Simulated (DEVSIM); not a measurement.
System: illuminated Si n-on-p cell, one wavelength, at 300 K.

Layer 1 from the left is Si, thickness (μm) 0.150, Nd (cm⁻³) 7.7e17, τn (s) 5.1e-6, τp (s) 3.7e-7, absorption coefficient (cm⁻¹) 370. Layer 2 from the left is Si, thickness (μm) 270, Na (cm⁻³) 1.1e15, τn (s) 1.6e-6, τp (s) 5.3e-6, absorption coefficient (cm⁻¹) 370.

Left contact: ohmic, minority hole recombination velocity 1000 cm/s. Right contact: ohmic, minority electron recombination velocity 2e5 cm/s. Voltage is applied to the left contact. Recombination: SRH at mid-gap, radiative, Auger. Light enters at the left, 2.8e18 photons cm⁻² s⁻¹, one pass, no reflection. Mobility is μmin + (μ − μmin)/(1 + (N/Nref)^α).

This is a model device: material constants are rounded textbook-type values typed into the input, and sizes, dopings and lifetimes were drawn at random. Values at 300 K.

Si: gap (eV) 1.124, affinity (eV) 4.05, permittivity 11.7, Nc (cm⁻³) 2.86e19, Nv (cm⁻³) 3.1e19, μn (cm²/Vs) 1417, μp (cm²/Vs) 470, μn,min 52, μp,min 45, Nref,n 9.7e16, Nref,p 2.2e17, αn 0.68, αp 0.72, B (cm³/s) 4.7e-15, Cn (cm⁶/s) 2.8e-31, Cp (cm⁶/s) 9.9e-32.

DEVSIM, 1D drift-diffusion, Boltzmann statistics, complete ionisation; no tunnelling, impact ionisation, image-force lowering or self-heating.

Q: What does the simulation give for the share of generated pairs collected at short circuit, the largest field in the device at zero bias?

A: share of generated pairs collected at short circuit 0.845; largest field in the device at zero bias 49000 V/cm.
